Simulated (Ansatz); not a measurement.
# CaO (model structure, started from the CsCl type, Pm-3m, No. 221, 2 atoms in the cell; like a known high-pressure phase): band gap by level of theory

No measured value is used here.

Unless a cell is named, each level is at its own relaxed cell (PBEsol 12.05, r²SCAN 12.23 Å³/atom).

**Question.** Put these levels in order of the band gap that they give for CaO (model structure, started from the CsCl type, Pm-3m, No. 221, 2 atoms in the cell; like a known high-pressure phase), smallest first: G0W0@PBEsol (Ansatz, a program for electronic structure), PBEsol (Ansatz), r²SCAN (Ansatz).

**Answer.** PBEsol (2.69 eV), r²SCAN (3.28 eV), G0W0@PBEsol (5.31 eV)

Computed values are for a static lattice.  Values are at the level's own relaxed cell; G0W0@PBEsol at the PBEsol cell. Cutoffs differ between the levels. Ansatz's density-functional and Hartree–Fock values are scalar-relativistic unless marked +SOC, with PAW data made under PBE.

A model structure was made by putting elements into a prototype or built by hand; it is no filed structure, need not be a known phase, and can be a saddle point held by its symmetry.
